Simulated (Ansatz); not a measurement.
# PtSe2 (model structure, started from the rutile type, P4₂/mnm, No. 136, 6 atoms in the cell): volume per atom by level of theory

No measured value is used here.

Problem. Put these levels in order of the volume per atom that they give for PtSe2 (model structure, started from the rutile type, P4₂/mnm, No. 136, 6 atoms in the cell), smallest first: PBE (Ansatz, a program for electronic structure), PBE-D3(BJ) (Ansatz), PBEsol (Ansatz).

Solution. PBEsol (21.42 Å³/atom), PBE-D3(BJ) (21.63 Å³/atom), PBE (22.42 Å³/atom)

Density-functional levels without +SOC have no spin–orbit coupling. Ansatz's density-functional and Hartree–Fock values are scalar-relativistic unless marked +SOC, with PAW data made under PBE.

A model structure was made by putting elements into a prototype or built by hand; it is no filed structure, need not be a known phase, and can be a saddle point held by its symmetry.
